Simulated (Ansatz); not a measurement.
# A computed series for TiAl: pressure series

Consider TiAl (space group P4/mmm, No. 123).

```xyz
2
Lattice="2.8130 0.0000 0.0000 0.0000 2.8130 0.0000 0.0000 0.0000 4.0585" Properties=species:S:1:pos:R:3 pbc="T T T"
Al     1.4065     1.4065     2.0292
Ti     0.0000     0.0000     0.0000
```

Cell and atoms are relaxed at each pressure.

Method: r2SCAN in Ansatz (plane waves to 500 eV, PAW, without spin-orbit coupling).

```tsv
change	density	shortest interatomic distance	c/a ratio
base	3.87 g/cm³	2.813 Å	1.443
pressure −2 GPa	3.80 g/cm³	2.829 Å	1.443
pressure −1 GPa	3.84 g/cm³	2.821 Å	1.443
pressure 0.9 GPa	3.90 g/cm³	2.806 Å	1.443
pressure 2.1 GPa	3.94 g/cm³	2.798 Å	1.442
pressure 4.5 GPa	4.01 g/cm³	2.781 Å	1.442
pressure 9 GPa	4.13 g/cm³	2.753 Å	1.442
pressure 15 GPa	4.29 g/cm³	2.719 Å	1.442
pressure 22.5 GPa	4.46 g/cm³	2.683 Å	1.443
pressure 30 GPa	4.62 g/cm³	2.651 Å	1.443
```

Load acts through the strain it causes; cell and atoms are relaxed under it. No phonon test of stability was made. No other phases were tried under pressure. All final runs are without spin polarisation.

Ansatz is an electronic-structure program.
